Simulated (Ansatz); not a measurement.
Here is the system:

End structure of CH4 on the 1x1 (111) surface of fcc Pt, one in a 2x2 cell, started at the site 'hollow Pt-Pt-Pt over Pt at depth 2.3 Å':

```xyz
21
Lattice="5.6144 0.0000 0.0000 -2.8072 4.8622 0.0000 0.0000 0.0000 26.0000" Properties=species:S:1:pos:R:3 pbc="T T T"
Pt     0.0000     1.6207     9.5649
Pt    -1.4036     4.0519     9.5649
Pt     2.8072     1.6207     9.5649
Pt     1.4036     4.0519     9.5649
Pt     1.4036     0.8104    11.8668
Pt     0.0000     3.2415    11.8668
Pt     4.2108     0.8104    11.8668
Pt     2.8072     3.2415    11.8668
Pt     0.0007    -0.0005    14.0923
Pt    -1.4036     2.4320    14.0923
Pt     2.8064    -0.0004    14.0923
Pt     1.4036     2.4311    14.0913
Pt    -0.0021     1.6191    16.3619
Pt    -1.4036     4.0519    16.3688
Pt     2.8097     1.6198    16.3619
Pt     1.4032     4.0545    16.3619
C      1.4036     2.4311    19.6740
H      2.4328     2.3525    19.3033
H      0.9571     3.3617    19.3033
H      0.8209     1.5791    19.3033
H      1.4036     2.4311    20.7695
```

Slab: 21 atoms, 6.9 Å thick at the start under the adsorbate (thin: gaps and levels are the slab's own); k 6x6x1, smearing 0.1 eV, dipole-corrected; 8 atoms held, the rest relaxed; symmetry of the start imposed; no spin, no spin-orbit, no U. At the end no host atom lies within bonding distance. In D3-corrected PBE it is, or lies within 0.03 eV of, the lowest of the starts that converged.

A negative adsorption energy means that the adsorbate is more stable on the surface than in its reference.

### Question
Estimate the adsorption energy against CH4(g) that PBE with D3(BJ) dispersion in Ansatz (a quantum-chemistry and plane-wave program) returns for this input.

### Answer
-0.25 eV

### Question
Estimate the change of the step from the bottom to the top vacuum level, against the clean slab that PBE with D3(BJ) dispersion returns for this input.

### Answer
-0.34 eV

### Question
What is the computed change of the work function (PBE with D3(BJ) dispersion)?

### Answer
-0.33 eV

### Question
Give the work function of the top face at the level PBE with D3(BJ) dispersion.

### Answer
5.32 eV
